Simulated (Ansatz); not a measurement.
A periodic model of amorphous hafnium silicate (Hf6Si18O48):

```xyz
72
Lattice="10.2741 0.0000 0.0000 0.0000 10.2741 0.0000 0.0000 0.0000 10.2741" Properties=species:S:1:pos:R:3 pbc="T T T"
Hf     0.7848     0.5229     4.5612
Hf     6.5889     0.0852     7.0869
Hf     8.6382     7.7415     8.0542
Hf     3.1321    10.0878     6.9432
Hf     0.0484     6.4660     2.3682
Hf     5.2572     2.5061     4.8523
Si     7.7871    10.0782     4.0869
Si     7.0673     7.2004     3.2998
Si     7.1751     1.9848     2.1592
Si     5.0576     8.7915     9.0148
Si     2.6924     7.9453     4.0118
Si     3.2733     2.7412     9.8657
Si     3.9690     6.3082     8.0956
Si     9.9626     3.0961     2.8163
Si     3.0439     5.1550     5.3822
Si     2.3999     5.7142     0.2196
Si     1.5789     1.1410     1.4610
Si     6.8510     5.5245     8.7388
Si     6.4548     2.5494     9.4174
Si     1.0400     2.1925     7.7141
Si     0.5698    10.0441     9.2583
Si     4.4402     7.6133     1.6513
Si     0.0546     4.9999     6.5242
Si     7.4102     5.0774     5.6764
O      5.8216     2.3874     2.9815
O      1.5664     1.2356     6.4010
O      3.4724     6.3663     1.2673
O      4.6079     0.9352     6.0234
O      8.4727     7.0520     2.5089
O      3.8508     5.3921     6.7924
O      6.5226     3.7202     5.6925
O      6.9930     1.5892     8.2215
O      4.6458     8.5160     0.2798
O      4.6640    10.2524     8.3666
O      9.9962     6.3680     7.3310
O      6.9357     6.0430     4.4535
O      4.1874     7.9344     7.8056
O      2.7025     4.1205     0.2203
O      0.0224     2.2629     4.1825
O      8.3627     3.0706     2.4804
O      7.1437     3.9930     9.1314
O      2.5055     9.1081     5.2168
O      7.8541     6.5167     9.4826
O      2.9613     1.5974     0.7077
O      9.0061     4.7368     5.5671
O      6.9184     1.9361     0.5620
O      0.9001    10.2348     0.5696
O      9.3887     9.8427     4.3465
O      1.8819     0.5486     2.9455
O      4.8358     2.7820     9.4633
O      8.1368     9.1601     6.7237
O      3.7040     8.4888     2.8321
O      6.9686     8.6559     4.0373
O      1.8921     9.6291     8.3971
O      7.0172     0.8065     5.1522
O      2.6176     6.2424     8.9699
O      0.0787     1.2329     8.6186
O      1.4299     5.1157     5.6307
O      0.1374     4.6452     2.9796
O      0.9012     6.1517     0.6354
O      5.8512     7.0534     2.2171
O      2.4887     2.4208     8.4499
O      7.1378     5.8829     7.1115
O      3.3438     6.5379     4.5410
O      5.2570     5.8616     8.9885
O      7.6653     0.4917     2.5992
O      3.6854     3.7840     4.7749
O      9.7279     8.8980     9.1694
O      0.2931     3.5863     7.3806
O      0.5377     2.4012     1.5891
O      1.2021     7.6575     3.4297
O      6.6103     8.7365     8.5954
```

These are PBE, scalar-relativistic without spin-orbit coupling (plane waves to 420 eV, PAW; Ansatz, a program for electronic structure) values and carry that method's errors.

A CHGNet melt-quench gave the starting glass, which DFT then relaxed. O atoms were pushed apart under 1.9 Å during the dynamics, to hinder bonds among them. The hot cell started wider than the set density and was brought back towards it in steps. It is the lowest in DFT energy of 2 quenches. It is a model cell: composition and starting density were chosen by hand, and all elements were melted together. No dispersion term was used. Its density started from a set value of 3.86 and ended at 3.59 g/cm³. Cooling (nominally 240 K/ps over its main leg) ran many orders faster than in experiment, which tends to leave more defects and strain. A cell of this size samples the disorder only roughly. The volume was free in the relaxation, at fixed shape. Stress components on the final sampling reach 2.0 GPa. Cycles of charging lowered its energy after that relaxation.

Cut-offs for bonds: Hf-Hf 3.34 Å, Hf-Si 2.89 Å, Hf-O 2.74 Å, Si-Si 2.60 Å, Si-O 1.90 Å, O-O 1.58 Å. Two cations that share two anions don't count as bonded, nor two that share one unless they lie closer than Hf-Hf 3.25 Å, Hf-Si 2.81 Å, Si-Si 2.38 Å.

Give the coordination numbers, mean bond lengths and angles.


* **Mean coordination of Hf by anions**: 5.33 (1 with 4, 2 with 5, 3 with 6)
* **Mean coordination of Si by anions**: 4.00 (18 with 4)
* **Mean coordination of O**: 2.17 (40 with 2, 8 with 3)
* **Mean Si-O bond**: 1.636 Å (spread 0.022 Å, 72 counted)
* **Mean Hf-O bond**: 2.111 Å (spread 0.197 Å, 32 counted)
* **Bond angle at Hf**: mean 104.4°, spread 27.0°
* **Bond angle at Si**: mean 109.4°, spread 4.1°
* **Bond angle at O**: mean 132.3°, spread 20.0°

Which atoms depart from the most common coordination of their element?

Hf1 has 5 (O48 1.94 Å, O39 1.94 Å, O49 1.95 Å, O26 2.12 Å, O42 2.50 Å); Hf5 has 4 (O59 1.92 Å, O29 1.95 Å, O60 1.96 Å, O71 1.97 Å); Hf6 has 5 (O31 1.94 Å, O25 1.96 Å, O67 2.03 Å, O28 2.06 Å, O55 2.47 Å); O26 has 3 (Si20 1.71 Å, Hf1 2.12 Å, Hf4 2.18 Å); O28 has 3 (Hf6 2.06 Å, Hf4 2.07 Å, Hf2 2.40 Å); O34 has 3 (Si10 1.65 Å, Hf4 2.10 Å, Hf2 2.31 Å); O37 has 3 (Si13 1.67 Å, Si10 1.72 Å, Hf4 2.55 Å); O42 has 3 (Si11 1.68 Å, Hf4 2.08 Å, Hf1 2.50 Å); O55 has 3 (Si7 1.65 Å, Hf2 2.11 Å, Hf6 2.47 Å); O63 has 3 (Si24 1.67 Å, Si18 1.69 Å, Hf3 2.57 Å); O72 has 3 (Si10 1.61 Å, Hf2 2.22 Å, Hf3 2.32 Å).

List the pairs of like atoms that count as bonded by the rules above.

There are none by these rules.
